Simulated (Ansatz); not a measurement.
## TiC under a change: Cr on a Ti site

The parent structure is an 8-atom supercell of TiC in the rock salt structure (space group Fm-3m, No. 225; a = 4.329 Å) at its relaxed geometry.

One thing is altered: one Ti atom is replaced by Cr, atoms relaxed at fixed cell, starting from a slightly rattled geometry.

All numbers come from DFT with r2SCAN, PAW potentials and a 500 eV plane-wave cutoff in Ansatz (a program for electronic structure), without spin-orbit coupling, earlier PAW set. Γ-centred 8×8×8 mesh, Fermi–Dirac width 0.05 eV.

The pressure goes from zero to -7.4 GPa and the largest displacement of a host atom from its site in the perfect cell comes out as 0.00 Å. The mean distance from the defect site to its nearest host atoms stays 4.09 bohr.

The magnetic state is the one reached from the starting moments; the real material's order can differ, and small cells can't hold many antiferromagnetic ones. In so small a cell the defect repeats every few ångströms: this is an ordered compound, not a dilute defect. Spin-polarised in the final run: Cr on a Ti site; the other runs are not. The defect cell is spin-polarised and ends with 2.0 μB.
